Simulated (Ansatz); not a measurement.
AlRu: response to strain

Take AlRu in the CsCl type structure (space group Pm-3m, No. 221; a = 2.983 Å; relaxed with 0.1 eV smearing) as the base. Axes: x, y, z lie along the cube axes.

Strains are applied to the cell and any free atomic positions relax; under biaxial strain the out-of-plane vector relaxes too.

The values are results of DFT with r2SCAN, PAW potentials and a 500 eV plane-wave cutoff in Ansatz (a first-principles code), no spin-orbit coupling, not measurements.

Notes on the quantities. pressure: mean of the normal stresses, compression positive.

```csv
change,pressure,ratio −ε⊥/ε∥
base,0.0 GPa,–
"biaxial strain −2.50 %, plane normal [111], relaxed out of plane",8.0 GPa,0.74
"biaxial strain −2.08 %, plane normal [111], relaxed out of plane",6.6 GPa,0.72
"biaxial strain −1.67 %, plane normal [111], relaxed out of plane",5.2 GPa,0.71
"biaxial strain −1.25 %, plane normal [111], relaxed out of plane",3.9 GPa,0.69
"biaxial strain −0.83 %, plane normal [111], relaxed out of plane",2.5 GPa,0.67
"biaxial strain −0.42 %, plane normal [111], relaxed out of plane",1.3 GPa,–
```

No phonon test of stability was made. The final runs are not spin-polarised.
